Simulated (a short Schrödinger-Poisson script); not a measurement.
Stack: symmetric double-gate stack, SiO2 on p-type Si(100), at 300 K.

| layer | material | thickness (nm) | Na (cm⁻³) |
|---|---|---|---|
| 1 | SiO2 | 1.6 | - |
| 2 | Si | 14 | 1e15 |
| 3 | SiO2 | 1.6 | - |

Constants are typed, rounded textbook-type inputs, not results; the design itself was drawn at random and stands for no fabricated device. SiO2: permittivity 3.9, conduction-band edge (eV) 3.15, gap (eV) 9, electron mass (mₑ) 0.5. Si: permittivity 11.7, conduction-band edge (eV) 0, gap (eV) 1.124, Nv at 300 K (cm⁻³) 3.1e19.

Channel valleys (confinement mass, in-plane density-of-states mass, number): Δ2 0.916, 0.19, 2; Δ4 0.19, 0.417, 4. At the gates, both at one voltage, the conduction-band edge of layer 1 lies 3.73 eV − eVg above the Fermi level of the channel. Gaps are held at their typed values at every temperature. Mesh 0.03 nm at interfaces.

From a short Schrödinger-Poisson script (our own, NumPy): 1D Poisson equation in equilibrium, electrons classical, Boltzmann, parabolic valleys, classical holes, full ionisation, no traps, pinning or gate leakage.

The same stack at other levels of the model or other numerical settings:

| run | sheet density of all electrons at Vg = 1.3 V (cm⁻²) | sheet density of all electrons at Vg = 0.7 V (cm⁻²) | capacitance of both gates at Vg = 1.3 V (μF/cm²) | gate voltage at 1e11 electrons/cm² (V) | rough cost against the base |
|---|---|---|---|---|---|
| base | 1.78e13 | 3.80e12 | 3.99 | 0.43 | about 1 |
| electrons treated as classical, Fermi-Dirac | ? | 3.76e12 | ? | 0.43 | 3 |
| electrons treated as quantum, Hartree | 1.45e13 | ? | 3.32 | 0.44 | 30 |
| mesh six times as coarse | 1.76e13 | 3.76e12 | 3.92 | 0.43 | about 1 |

Some entries are withheld; supply them.


- electrons treated as quantum, Hartree, sheet density of all electrons at Vg = 0.7 V (cm⁻²): 3.04e12
- electrons treated as classical, Fermi-Dirac, sheet density of all electrons at Vg = 1.3 V (cm⁻²): 1.72e13
- electrons treated as classical, Fermi-Dirac, capacitance of both gates at Vg = 1.3 V (μF/cm²): 3.77

The classical rows ignore confinement, and Boltzmann statistics overrate the density once the band edge passes the Fermi level.
